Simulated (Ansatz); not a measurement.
# Response to strain in ZrB2

The reference is ZrB₂ (space group P6/mmm, No. 191; a = 3.1714 Å, c = 3.5418 Å; relaxed with 0.1 eV smearing). Axes: x lies along a and z along c of the hexagonal cell.

Strains are applied to the cell and any free atomic positions relax; under biaxial strain the out-of-plane vector relaxes too.

Calculations: PBE (Ansatz, a program for electronic structure), no spin-orbit coupling.

| biaxial strain, plane normal [001], relaxed out of plane (%) | out-of-plane strain (%) |
|---|---|
| 0 | 0.00 |
| 0.5 | -0.28 |
| 1 | ? |
| 1.5 | -0.82 |
| 2 | -1.09 |
| 2.5 | -1.36 |
| 3 | -1.63 |

Fit ε⊥ = −νε + γε² (strains in %) to the rows shown and predict the withheld row.

Least squares on the printed values gives ν = 0.55 (the biaxial Poisson response) and γ = 0.003 (largest residual 0.00 %); this predicts -0.55 %, and the run gives -0.55 %, in agreement.

Whether these cells are dynamically stable was not tested. All final runs are without spin polarisation.
